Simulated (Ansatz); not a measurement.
Results of PBE0 (Ansatz, a program for electronic structure, plane waves, PAW) for ZnCl2 (P4₂/nmc, No. 137).

Run with plane-wave cutoff 500 eV, 6×6×2 k mesh (along the axes of the cell as run), gaussian smearing 0.02 eV, scalar-relativistic PAW data made under PBE.

Cell (relaxed with PBEsol):

```
ZnCl2
1.0
    3.64413     0.00000     0.00000
    0.00000     3.64413     0.00000
    0.00000     0.00000    11.44312
Zn Cl
2 4
Direct
  0.00000   0.00000   0.00000
  0.50000   0.50000   0.50000
  0.50000   0.00000   0.11826
  0.50000   0.00000   0.61826
  0.00000   0.50000   0.38174
  0.00000   0.50000   0.88174
```

Q: What does this level give for the band gap?

A: 
band gap: 6.27 eV (on the SCF k mesh)

Note: the cell comes from a level without a dispersion term, which matters for the spacing of layers, chains or molecules; cell and atoms aren't relaxed at this level (pressure 1.6 GPa); the cell has widely spaced layers and the level no dispersion term, so their spacing and the moduli can rest on weak binding.

Computed values are for the static lattice.

Computing time: very roughly 5 core-minutes.
